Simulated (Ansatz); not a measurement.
Amorphous Ta18O40, 58 atoms at 7.34 g/cm³, one PBE-relaxed geometry, zone centre. Methods: PBE, scalar-relativistic without spin-orbit coupling (Ansatz, an electronic-structure program); r2SCAN, scalar-relativistic without spin-orbit coupling (Ansatz). Plane waves to 420 eV (r2SCAN 500 eV). The usual formal charges leave 10 electrons over, so the level spacing at the Fermi energy parts defect or band states and needn't be the band gap. The higher rungs were started with moments on some atoms, which died out.

The cell was made by melting and quenching with the CHGNet potential and then relaxed with DFT. O atoms were pushed apart under 1.9 Å during the dynamics, to hinder bonds among them. The hot cell started wider than the set density and was brought back towards it in steps. It is the lowest in DFT energy of 2 quenches. It is a model cell: composition and starting density were chosen by hand, and all elements were melted together. No dispersion term was used. Its density started from a set value of 7.41 and ended at 7.34 g/cm³. The quench (nominally 57 K/ps over its main leg) was far faster than any real one, so the model tends to hold more defects than a real film. One small periodic cell is one sample of the glass; other quenches scatter about these values. The volume was free in the relaxation, at fixed shape. Stress components on the final sampling reach 1.6 GPa. On a 2×2×2 Γ-centred mesh force components of up to 0.23 eV/Å stay, since the relaxation ran on the zone centre alone.

The relaxation ran on the zone centre alone. At PBE the level spacing at the Fermi energy is 0.60 eV on a 2×2×2 Γ-centred mesh, and the spacing at the zone centre alone 0.69 eV.

Q: What zone-centre spacing does r2SCAN give, roughly?

A: 0.89 eV (+0.19 eV against PBE).

The highest filled and the lowest empty state spread over these numbers of atoms (participation numbers): PBE: 13.4 and 13.4; r2SCAN: 12.4 and 13.2.
